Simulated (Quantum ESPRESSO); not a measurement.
Quantum ESPRESSO is run on HfO₂ (P1, 12 atoms in the cell), and the run fails. The aim is a self-consistent single point with DFT, LDA (PZ), plane waves, GBRV 1.5 ultrasoft (LDA) pseudopotentials.

Input as run:

```fortran
&control
    calculation = 'scf'
    prefix = 'hfo2'
    outdir = './tmp/'
    pseudo_dir = './'
    tprnfor = .true.
    tstress = .true.
/
&system
    ibrav = 0
    nat = 12
    ntyp = 2
    occupations = 'fixed'
    nbnd = 56
/
&electrons
    conv_thr = 1.0d-10
    mixing_beta = 0.5
/
ATOMIC_SPECIES
Hf   178.4900  hf_lda_v1.uspp.F.UPF
O     15.9990  o_lda_v1.2.uspp.F.UPF
CELL_PARAMETERS angstrom
   5.09418000     0.00000000     0.00000000
   0.00000000     5.15064000     0.00000000
  -0.87616600     0.00000000     5.20295400
ATOMIC_POSITIONS crystal
Hf    0.27818900    0.45359500    0.71101800
Hf    0.73907400    0.54400100    0.28608500
Hf    0.73195700    0.95462100    0.80310100
Hf    0.27109100    0.03625800    0.20876400
O     0.44863700    0.74070800    0.97152600
O     0.54279200    0.25722400    0.02327300
O     0.54761400    0.25259600    0.53522300
O     0.43821200    0.76306600    0.47586800
O     0.08042000    0.31681000    0.34594600
O     0.92457900    0.67621500    0.65257800
O     0.93746100    0.83572600    0.14783600
O     0.05997300    0.16918000    0.83878200
K_POINTS automatic
3 3 3  0 0 0
```

Log, with long lists cut:

```
 %%%%%%%%%%%%%%%%%%%%%%%%%%%%%%%%%%%%%%%%%%%%%%%%%%%%%%%%%%%%%%%%%%%%%%%%%%%%%%
     Error in routine set_cutoff (1):
      ecutwfc not set
 %%%%%%%%%%%%%%%%%%%%%%%%%%%%%%%%%%%%%%%%%%%%%%%%%%%%%%%%%%%%%%%%%%%%%%%%%%%%%%

     stopping ...
```

Problem. Read the log: what does the program object to, and what is the fix?

Solution. The fault is no plane-wave cutoff. The cutoff has no default. To fix it, give the cutoff. The program stopped before any SCF iteration.

An input that runs soundly differs in these lines (not the only fix; some lines may just follow from the change or write a value another way):
```diff
+    ecutwfc = 40
+    ecutrho = 320
```

With that input, the run converged in 13 iterations: free energy E − TS -12172.1837 eV; top of the valence band (on the code's own zero) 10.50 eV; gap on the k-point mesh 4.27 eV; pressure -3.25 GPa; largest force (vector length) 2.773 eV/Å (DFT, LDA (PZ), plane waves, GBRV 1.5 ultrasoft (LDA) pseudopotentials).

On the sound input: the starting cell comes from a database of computed structures (which also holds hypothetical and non-ambient phases and stackings), without a prior relaxation at this level. Its atoms were displaced at random from the sites of space group no. 14. Spin-orbit coupling is off. With a pressure of about -3 GPa the cell is away from its equilibrium volume at this level. Forces in this geometry exceed 1 eV/Å.
